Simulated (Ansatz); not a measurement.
System: C11b MoSi2. Method: rVV10 (PAW; Ansatz, a program for electronic structure).

Run with plane-wave cutoff 520 eV, 24×24×24 k mesh, Fermi–Dirac smearing 0.05 eV, no spin polarisation, scalar-relativistic PAW data made under PBE.

Shape and atoms are relaxed at each volume.

Pressure at four volumes; x = ln(V/13.735 Å³). One pressure is withheld.

| V (Å³/atom) | x | P (GPa) |
|---|---|---|
| 13.186 | -0.0408 | ? |
| 13.460 | -0.0202 | 4.14 |
| 13.735 | 0.0000 | 0.01 |
| 14.284 | 0.0392 | -6.99 |

Problem. Pass a parabola P(x) through the three rows shown, estimate the bulk modulus and its pressure derivative near zero pressure, and predict the withheld pressure.

Solution. Slopes between the rows: (0.01 − (4.14))/(0.0000 − (-0.0202)) = -204.46 and (-6.99 − (0.01))/(0.0392 − (0.0000)) = -178.57 GPa. Their difference over the span 0.0594 is c = 25.89/0.0594 = 435.9 GPa, so P(x) = 4.14 + (-204.46)(x − (-0.0202)) + 435.9 (x − (-0.0202))(x − (0.0000)). At the middle row B = −dP/dx = −[-204.46 + 435.9 × 0.0202] = 195.7 GPa, and B′ = dB/dP = 2c/B = 4.5. At x = -0.0408 the parabola gives 8.72 GPa; the run gives 8.77 GPa. The Birch–Murnaghan fit to the energies at all volumes has B0 = 195 GPa and B′ = 4.6.

Measured, for comparison: bulk modulus 222 ± 2 GPa (room temperature, not corrected to a static lattice, B' = 4; as tabulated in Structural stability of MoSi2 and Mo5Si3 under high pressure, Chin. Phys. B 26 …). Computed less measured: bulk modulus -12 %.
